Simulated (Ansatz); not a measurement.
The parent structure is MgTe in the zinc blende structure (space group F-43m, No. 216; a = 6.368 Å). Axes: x, y, z lie along the cube axes.

Method: Ansatz (a first-principles code) LDA, no SOC.

Base values:

| Quantity | Result |
|---|---|
| Band gap | 2.38 eV |
| Valence-band top at Γ | 0.00, 0.00, 0.00 eV |
| Shortest interatomic distance | 2.757 Å |

It is then changed as follows: tensile biaxial strain of 0.50 % in the plane normal to [001], as in epitaxy on a mismatched substrate; the out-of-plane cell vector and the atoms relax.

What does the calculation give for the band gap after the change?

The band gap shrinks by 0.036 eV (2.38 eV → 2.35 eV).

What does the calculation give for the in-plane stress after the change?

The mean in-plane stress (compression positive) is -0.2 GPa.

How does this affect the valence-band top at Γ?

The valence-band top at Γ (three highest levels, from the VBM) changes from 0.00, 0.00, 0.00 eV to 0.00, -0.03, -0.03 eV.

Predict the new shortest interatomic distance.

The shortest interatomic distance rises by 0.003 Å (2.757 Å → 2.760 Å).

Spin-orbit coupling, missing from the scalar runs, can matter with Te. No phonon test of stability was made.
